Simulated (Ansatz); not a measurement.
## CdSe in the wurtzite structure (space group P6_3mc, No. 186)

```
CELL_PARAMETERS angstrom
      4.30206     0.00000     0.00000
     -2.15103     3.72569     0.00000
      0.00000     0.00000     7.02135
ATOMIC_POSITIONS crystal
  Cd 0.66667 0.33333 0.00046
  Cd 0.33333 0.66667 0.50046
  Se 0.66667 0.33333 0.62474
  Se 0.33333 0.66667 0.12474
```

All numbers come from PBEsol, PAW, 420 eV (Ansatz, a program for electronic structure; spin-orbit coupling left out), earlier PAW set. k-mesh 9×9×5 (Γ-centred); smearing 0.05 eV (Fermi–Dirac).

```yaml
volume_per_atom: 28.13 Å³
density: 5.65 g/cm³
band_gap: 0.54 eV, direct at Γ
electron_mass: 0.055 mₑ
Lowest conduction-band minima above the VBM: Γ 0.54 eV
total_energy: -6804.742 eV/atom (σ→0; compares only within this code and set-up)
```

Masses are band curvatures over ±0.01 Å⁻¹ around the edge. No phonon test of stability was made.
